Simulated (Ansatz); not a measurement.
Start from MgB$_{2}$ (space group P6/mmm, No. 191; a = 3.0632 Å, c = 3.4999 Å).

Level of theory: Kohn–Sham DFT with the PBEsol functional, run in Ansatz (a first-principles code) with PAW and 420 eV plane waves, no spin-orbit coupling.

For the base:

| Property | Result |
|---|---|
| Lattice parameter a | 306.3 pm |

Now apply this change: hydrostatic tension (pressure −2 GPa).

**Question.** What does the calculation give for the lattice parameter a after the change?

**Answer.** The lattice parameter a increases by 1.1 pm, from 306.3 pm to 307.4 pm.

Load acts through the strain it causes; cell and atoms are relaxed under it. Stability against distortions was not tested. All final runs are without spin polarisation.
